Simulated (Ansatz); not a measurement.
**ZnO (model structure, started from the PtS type, P4₂/mmc, No. 131, 4 atoms in the cell)**

These are PBEsol in Ansatz (plane waves, PAW) values and carry that method's errors.

Run with plane-wave cutoff 500 eV, 14×14×8 k mesh (along the axes of the cell as run), Fermi–Dirac smearing 0.05 eV, scalar-relativistic PAW data made under PBE.

Cell (relaxed at this level):

```
CELL_PARAMETERS angstrom
      2.97497     0.00000     0.00000
      0.00000     2.97497     0.00000
      0.00000     0.00000     5.34339
ATOMIC_POSITIONS crystal
  Zn 0.00000 0.50000 0.00000
  Zn 0.50000 0.00000 0.50000
  O  0.00000 0.00000 0.25000
  O  0.00000 0.00000 0.75000
```

| Property | Result |
|---|---|
| band gap | zero (no gap) |

Note: the relaxation could raise the start's symmetry but not lower it, so the cell can be a saddle point.

Computed values are for the static lattice.

Computing time: around 90 core-seconds (rough).

A model structure was made by putting elements into a prototype or built by hand; it is no filed structure, need not be a known phase, and can be a saddle point held by its symmetry.

Ansatz is a first-principles code.
